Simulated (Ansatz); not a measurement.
Start from BeTe in the zinc blende structure (space group F-43m, No. 216; a = 5.657 Å). Axes: x, y, z lie along the cube axes.

The values are results of r2SCAN, PAW, 500 eV (Ansatz, a first-principles code; no spin-orbit coupling), not measurements.

Strains are applied to the cell and any free atomic positions relax; under biaxial strain the out-of-plane vector relaxes too.

One change was made to it. Results:

The band gap drops by 0.110 eV, from 2.37 eV to 2.27 eV; the shortest interatomic distance drops by 0.0404 bohr to 4.588 bohr.

Task: Name the change that was made.
A. biaxial strain −1.67 %, plane normal [111], relaxed out of plane
B. biaxial strain −0.83 %, plane normal [111], relaxed out of plane
C. biaxial strain −1.25 %, plane normal [111], relaxed out of plane
D. biaxial strain −0.42 %, plane normal [111], relaxed out of plane

Result: C, biaxial strain −1.25 %, plane normal [111], relaxed out of plane. For comparison, the band gap in the other runs: biaxial strain −1.67 %, plane normal [111], relaxed out of plane gives 2.22 eV; biaxial strain −0.42 %, plane normal [111], relaxed out of plane gives 2.34 eV; biaxial strain −0.83 %, plane normal [111], relaxed out of plane gives 2.31 eV.

Spin-orbit coupling, missing from the scalar runs, can matter with Te. Whether these cells are dynamically stable was not tested.
